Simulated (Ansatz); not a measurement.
## CoPdO2: pressure series

Start from CoPdO$_{2}$ (space group R-3m, No. 166; a = 2.862 Å, c = 17.834 Å (hexagonal axes); non-magnetic).

Cell and atoms are relaxed at each pressure.

Level of theory: PBE, PAW, 420 eV (Ansatz, a program for electronic structure; no SOC).

```csv
pressure (GPa),volume per atom (Å³/atom)
-2,10.653
-1,10.596
0,10.542
4.2,10.329
9,10.112
18,9.763
30,9.382
45,?
60,8.676
```

Problem. Fit the third-order Birch–Murnaghan form P(V) = (3B₀/2)[(V₀/V)^(7/3) − (V₀/V)^(5/3)]·[1 + (3/4)(B₀′ − 4)((V₀/V)^(2/3) − 1)] (squares taken in P) to the rows shown and predict the withheld row.

Solution. Least squares on the printed values gives V₀ = 10.542 Å³/atom, B₀ = 197 GPa, B₀′ = 4.6; this predicts 8.994 Å³/atom, and the run gives 8.995 Å³/atom, in agreement.

Load acts through the strain it causes; cell and atoms are relaxed under it. Stability against distortions was not tested. Competing high-pressure phases were not computed. Starting moments died away, wholly or in part, for the base; another magnetic solution may exist. No Hubbard U is applied and the magnetic state is the run's own (CoPdO2 not spin-polarised; CoPdO2 non-magnetic); small cells can't hold the antiferromagnetic order that many such compounds have, so gaps and moments can be off. All final runs are without spin polarisation. An odd electron count without spin: CoPdO2.
